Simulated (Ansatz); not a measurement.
wurtzite GaN: the defect Si on the N site

All values below come from PBE, PAW (plane waves to 420 eV; Ansatz, an electronic-structure program). The supercell holds 96 host sites (3×2×2 repeats of the unit cell), with a 2×2×2 shifted k-point sampling for the final energies. Site at the start: the N site. Finite-size correction: monopole term and site-potential alignment. Dielectric constants: PBE linear response of the host. Host gap at this level: 1.71 eV. A cell of this size leaves errors of a few tenths of an eV. Levels are measured in PBE's own, too narrow, gap. Spin–orbit coupling is left out. Each state is the lowest found from its start.

Formation energies E_f are given with the Fermi level at the valence-band maximum. Chemical conditions: Ga-rich (Δμ(N) = -0.88 eV, Δμ(Si) = -1.30 eV, bounded by beta Si3N4; only phases computed here count, gases as isolated molecules at 0 K); N-rich (Δμ(N) = 0.00 eV, Δμ(Si) = -2.47 eV, bounded by beta Si3N4; only phases computed here count, gases as isolated molecules at 0 K). Reference phases: N: N2 molecule in a box, Si: silicon.

```tsv
charge	moment (μB)	largest move off a lattice site (Å)	image correction with alignment (eV)	E_f, Ga-rich (eV)	E_f, N-rich (eV)	above the lowest spin state (eV)
+1	2.0	0.36	0.26	5.20	7.26	0.00
+1	not spin-polarised	0.36	0.25	5.37	7.43	0.17
0	1.0	0.32	0.01	5.77	7.83	0.00
−1	not spin-polarised	0.28	0.08	6.89	8.95	0.00
```

Transition levels above the valence-band maximum: ε(+1/0) = 0.57 eV; ε(0/−1) = 1.12 eV. On the lower envelope of the bound states, inside the gap: (+1/0) at 0.57 eV; (0/−1) at 1.12 eV.

Flagged in the runs: a host whose relaxation on this sampling wasn't shown to rest, a strain field that reaches the edge of the cell.
